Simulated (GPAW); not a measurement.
A self-consistent single point of LaNi₂B₂C (I4/mmm, 6 atoms in the cell) with GPAW.

Level of theory: LDA (Perdew-Wang 92), GPAW PAW datasets LDA (gpaw-data 1.0.1) (plane waves; GPAW).

The change in words: lattice scaled by 0.98. Reference geometry:
```yaml
crystal:
  lattice:
    - [-1.88921, 1.88921, 4.90920]
    - [1.88921, -1.88921, 4.90920]
    - [1.88921, 1.88921, -4.90920]
  atoms:
    - { symbol: La, position: [0.00000, 0.00000, 0.00000] }
    - { symbol: Ni, position: [0.75000, 0.25000, 0.50000] }
    - { symbol: Ni, position: [0.25000, 0.75000, 0.50000] }
    - { symbol: B, position: [0.34813, 0.34813, 0.00000] }
    - { symbol: B, position: [0.65187, 0.65187, 0.00000] }
    - { symbol: C, position: [0.50000, 0.50000, 0.00000] }
```

Reference input (self-consistent single point, DFT LDA (Perdew-Wang 92), plane waves, GPAW PAW datasets LDA (gpaw-data 1.0.1)): mode = pw; ecut = 950 eV; xc = LDA; kpts = 8 8 8; mesh shift (steps) = 0 0 0; occupations.name = fermi-dirac; occupations.width = 0.1 eV; nbands = -14; convergence.forces = 0.001 eV/Å; symmetry.symmorphic = false; symmetry.tolerance = 0.0005; maxiter = 100. This run's input differs from it in these lines:

```diff
@@ -5,5 +5,5 @@
 atoms = Atoms(['La', 'Ni', 'Ni', 'B', 'B', 'C'],
-              cell=[[-1.889205, 1.889205, 4.909195],
-                    [1.889205, -1.889205, 4.909195],
-                    [1.889205, 1.889205, -4.909195]],
+              cell=[[-1.851421, 1.851421, 4.811011],
+                    [1.851421, -1.851421, 4.811011],
+                    [1.851421, 1.851421, -4.811011]],
               scaled_positions=[[0.000000, 0.000000, 0.000000],
```

Output, abridged:

```
     iter     time        total  log10-change:
                         energy   eigst   dens  force
iter:   1 --:--:--   -52.373832
iter:   2 --:--:--   -51.932767   -0.27  -1.19
iter:   3 --:--:--   -50.182162   -0.47  -1.24
iter:   4 --:--:--   -50.219980   -1.29  -1.68
iter:   5 --:--:--   -50.259276   -1.56  -1.69
iter:   6 --:--:--   -50.344592   -1.15  -1.88
iter:   7 --:--:--   -50.224894   -1.98  -1.89
iter:   8 --:--:--   -50.275992   -2.17  -2.23
iter:   9 --:--:--   -50.226744   -2.34  -2.16
iter:  10 --:--:--   -50.225337   -3.55  -2.57
iter:  11 --:--:--   -50.224511c  -3.88  -2.70
iter:  12 --:--:--   -50.224505c  -4.03  -2.81
iter:  13 --:--:--   -50.223877c  -4.13  -2.91
iter:  14 --:--:--   -50.223857c  -5.33  -3.24
iter:  15 --:--:--   -50.223765c  -5.14  -3.27
iter:  16 --:--:--   -50.223753c  -5.42  -3.68
iter:  17 --:--:--   -50.223744c  -6.82  -3.74
iter:  18 --:--:--   -50.223737c  -6.77  -3.81
iter:  19 --:--:--   -50.223746c  -5.95  -3.96
iter:  20 --:--:--   -50.223738c  -6.20  -4.09c
iter:  21 --:--:--   -50.223742c  -6.84  -4.35c
iter:  22 --:--:--   -50.223734c  -7.02  -4.30c
iter:  23 --:--:--   -50.223737c  -7.11  -4.55c
iter:  24 --:--:--   -50.223739c  -8.33c -4.84c
iter:  25 --:--:--   -50.223739c  -9.04c -5.01c -3.22c
Converged after 25 iterations.

Dipole moment: (0.000000, -0.000000, -0.000000) |e|*Ang

Energy contributions relative to reference atoms: (reference = -315883.845757)

Kinetic:        +57.009207
Potential:      -45.030514
External:        +0.000000
XC:             -61.752376
Entropy (-ST):   -0.076435
Local:           -0.411839
SIC:             +0.000000
--------------------------
Free energy:    -50.261957
Extrapolated:   -50.223739

Showing only first 2 kpts
 Kpt  Band  Eigenvalues  Occupancy
  0    24      9.92296    1.99998
  0    25      9.92296    1.99998
  0    26     10.35939    1.99868
  0    27     10.37917    1.99839

  1    24      9.75437    2.00000
  1    25      9.89125    1.99999
  1    26     10.68276    1.96698
  1    27     11.47682    0.04154

Fermi level: 11.09148

No gap
   [... lines left out ...]
  0 La   -0.00000   -0.00000    0.00000
  1 Ni    0.00000   -0.00000    0.00000
  2 Ni   -0.00000    0.00000    0.00000
  3 B     0.00000    0.00000   -0.52303
  4 B     0.00000   -0.00000    0.52303
  5 C     0.00000    0.00000    0.00000

Stress tensor:
    -0.013214     0.000000    -0.000000
     0.000000    -0.013214    -0.000000
    -0.000000    -0.000000    -0.033945
Stress (GPa, Voigt): [-2.1171 -2.1171 -5.4386 -0.     -0.      0.    ]
```

The run converged in 25 iterations. GPAW prints stress with tension positive. Against the reference run the free energy goes down by 11.7 meV/atom and the largest force goes from 0.036 to 0.523 eV/Å.

At such cutoffs GPAW's stress carries a finite-basis (Pulay) error, which enters relaxed cells too; its log prints stress with tension positive.

The starting cell comes from a database of computed structures (which also holds hypothetical and non-ambient phases and stackings), without a prior relaxation at this level. For this run, on top of that: lattice scaled by 0.98. Spin polarisation is off.

Cost on one core of a shared machine: roughly 5 min.
